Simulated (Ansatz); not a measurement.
Take Ga2O3 in the corundum structure (space group R-3c, No. 167; a = 4.950 Å, c = 13.306 Å (hexagonal axes)) as the base. Axes: x lies along a and z along c of the hexagonal cell.

Method: plane-wave PAW DFT at the LDA level (Ansatz, a program for electronic structure, 420 eV), scalar-relativistic without spin-orbit coupling.

Modification: a pure shear with ε_xz = ε_zx = 0.0040, atoms relaxed at fixed cell.

Question: Predict the stress tensor and what it implies for the stiffness.

Answer: Stress of the strained cell less that of the base (GPa, compression positive):
```
   0.02   -0.14   -0.71
  -0.14    0.01    0.00
  -0.71    0.00    0.01
```

Then −Δσ/γ with γ = 2ε = 0.0080 gives relaxed-ion elastic constants: C55 ≈ 89 GPa.

Stability against distortions was not tested.
